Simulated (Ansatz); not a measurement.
The reference is As in the A7 type structure (space group R-3m, No. 166; layered).

```
CELL_PARAMETERS angstrom
      1.88053     1.08572     3.57784
     -1.88053     1.08572     3.57784
      0.00000    -2.17144     3.57784
ATOMIC_POSITIONS crystal
  As 0.22600 0.22600 0.22600
  As 0.77400 0.77400 0.77400
```

Method: r2SCAN+rVV10/PAW in Ansatz (an electronic-structure program), no spin-orbit coupling.

For the base:

Volume per atom: 21.91 Å³
Space group: R-3m (No. 166)

One thing is altered: every As is replaced by Cu; the structure is relaxed again.

Question: Predict the new volume per atom and space group.

Answer: The volume per atom drops by 10.62 Å³ to 11.29 Å³; the space group goes from R-3m (No. 166) to Fm-3m (No. 225).

Stability against distortions was not tested. The final runs are not spin-polarised.
